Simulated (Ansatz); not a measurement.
BP (space group P6_422, No. 181; a hypothetical phase, not in the database extracts checked)

```
CELL_PARAMETERS angstrom
      3.27886     0.00000     0.00000
     -1.63943     2.83957     0.00000
      0.00000     0.00000     6.99543
ATOMIC_POSITIONS crystal
  B  0.00000 0.50000 0.33333
  B  0.50000 0.50000 0.66667
  B  0.50000 0.00000 0.00000
  P  0.00000 0.50000 0.83333
  P  0.50000 0.50000 0.16667
  P  0.50000 0.00000 0.50000
```

The values are results of Ansatz (an electronic-structure program) PBE, scalar-relativistic without spin-orbit coupling, not measurements. Settings: 12×12×5 k-points, 0.05 eV Fermi–Dirac smearing.

| Quantity | Value |
|---|---|
| Volume per atom | 10.86 Å³ |
| Density | 3.20 g/cm³ |
| Band gap | zero |
| Lowest conduction-band minima above the VBM | M (1/2, 0, 0) 0.04 eV; K (1/3, 1/3, 0) 1.39 eV |
| Total energy | -455.729 eV/atom (σ→0; compares only within this code and set-up) |

No phonon test of stability was made. The base started in P3_121 and relaxed to P6_422 at this level. All final runs are without spin polarisation. Gaps under 0.05 eV, about the width of the smearing, are given as zero. The zero or small gap of BP can change with the level of theory.
